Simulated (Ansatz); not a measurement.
**Carrier properties of ZnS under load (space group I-4m2)**

Consider the following.

```xyz
2
Lattice="0.0000 2.5997 2.7713 2.5997 0.0000 2.7713 2.5997 2.5997 0.0000" Properties=species:S:1:pos:R:3 pbc="T T T"
Zn     0.0000     0.0000     0.0000
S      1.2998     1.2998     1.3857
```

All values below come from r2SCAN with spin-orbit coupling, rigid bands (plane waves, PAW; Ansatz, an electronic-structure program). Condition of this run: biaxial stress in (001) of 3 GPa (compression positive) (the target of the relaxation). Geometry: cell and atoms relaxed with PBEsol, then loaded as said.

```yaml
band_gap: 2.79 eV
electron conductivity mass (300 K, dilute): 0.21 mₑ
hole conductivity mass (300 K, dilute): 0.60 (x), 0.60 (y), 0.73 (z) mₑ
effective density of states N_c (300 K): 2.4e18 cm⁻³
effective density of states N_v (300 K): 2.5e19 cm⁻³
density_of_states_mass_electrons: 0.21 mₑ
density_of_states_mass_holes: 1.01 mₑ
Seebeck coefficient, n-type 1e19 cm⁻³, 300 K: -119 μV/K
Seebeck coefficient, p-type 1e19 cm⁻³, 300 K: 337 μV/K
best p-type power factor at 300 K for τ = 10 fs (best axis; densities from 1e16 to 1e21 cm⁻³ tried, whether or not they can be reached): 11.9 μW/(cm·K²) at 1e20 cm⁻³
```

Rigid bands; masses and Seebeck coefficients take one relaxation time τ for all states and one kind of carrier; polarons and phonon drag are left out. Geometry: cell and atoms relaxed with PBEsol.
